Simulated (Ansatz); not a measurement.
Start from WSe₂ (space group P6_3/mmc, No. 194; a = 3.279 Å, c = 12.786 Å; layered, stacked along the Cartesian z axis).

All numbers come from PBE-D3(BJ) in Ansatz (plane waves to 420 eV, PAW, no spin-orbit coupling).

Base values:

The valence-band top at Γ is 0.00, -0.96, -1.20 eV. The density is 9.53 g/cm³ and the shortest interatomic distance is 2.534 Å.

Modification: cell and atoms relaxed at a pressure of 7.5 GPa.

Q: How does this affect the valence-band top at Γ?

A: The valence-band top at Γ (three highest levels, from the VBM) changes from 0.00, -0.96, -1.20 eV to 0.00, -0.58, -1.46 eV.

Q: Estimate the effect on the mean gap deformation potential ΔEg/Δln V.

A: The mean gap deformation potential ΔEg/Δln V amounts to +3.4 eV.

Q: Estimate the effect on the density.

A: The density goes up by 0.974 g/cm³ to 10.51 g/cm³.

Q: Predict the new shortest interatomic distance.

A: The shortest interatomic distance shrinks by 0.025 Å, from 2.534 Å to 2.509 Å.

With W present, leaving out spin-orbit coupling can change the band edges. Load acts through the strain it causes; cell and atoms are relaxed under it. Whether these cells are dynamically stable was not tested. Competing high-pressure phases were not computed.

Ansatz is a first-principles code.
